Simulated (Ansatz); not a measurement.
Base system: InSb in the zinc blende structure (space group F-43m, No. 216; a = 6.635 Å).

Calculations: PBE in Ansatz (plane waves to 420 eV, PAW, without spin-orbit coupling).

Before the change:

The pressure comes out as 0.0 GPa and the band gap comes out as zero.

It is then changed as follows: the cell is scaled by 0.9710 in all directions, atoms relaxed at fixed cell.

Q: How does this affect the energy relative to the base, pressure and band gap?

A: The energy grows by 36 meV/atom; the pressure goes from zero to 4.0 GPa; the band gap is still zero.

With Sb present, leaving out spin-orbit coupling can change the band edges. The cells carry an imposed strain or load. Stability against distortions was not tested. The final runs are not spin-polarised. A zero or small gap of InSb can be the functional's error rather than a property of the material.

Ansatz is a quantum-chemistry and plane-wave program.
